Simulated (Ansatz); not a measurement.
## MgB2 under a change: pressure 30 GPa

Consider MgB$_{2}$ (space group P6/mmm, No. 191; a = 3.074 Å, c = 3.528 Å).

Perturbation: cell and atoms relaxed at a pressure of 30 GPa.

Computed with Ansatz (a quantum-chemistry and plane-wave program), PBE, PAW, cutoff 420 eV, no spin-orbit coupling. Γ-centred 17×17×13 mesh, Fermi–Dirac width 0.05 eV.

```csv
quantity,base,changed,shift
volume per atom,9.62 Å³,8.22 Å³,-1.40 Å³
lattice parameter a,3.074 Å,2.951 Å,-0.123 Å
c/a ratio,1.147,1.108,-0.0398
shortest interatomic distance,1.775 Å,1.704 Å,-0.071 Å
enthalpy H = E + PV relative to the base's energy,–,+1.66 eV/atom,–
band gap,zero,zero,–
```

Final structure:

```
CELL_PARAMETERS angstrom
      2.95146     0.00000     0.00000
     -1.47573     2.55604     0.00000
      0.00000     0.00000     3.26910
ATOMIC_POSITIONS crystal
  Mg 0.00000 0.00000 0.00000
  B  0.66667 0.33333 0.50000
  B  0.33333 0.66667 0.50000
```

Cost of the whole job for the changed cell (relaxation, final SCF and bands): around 14 core-seconds (rough).

Load acts through the strain it causes; cell and atoms are relaxed under it. No phonon test of stability was made. No other phases were tried under pressure. All final runs are without spin polarisation.
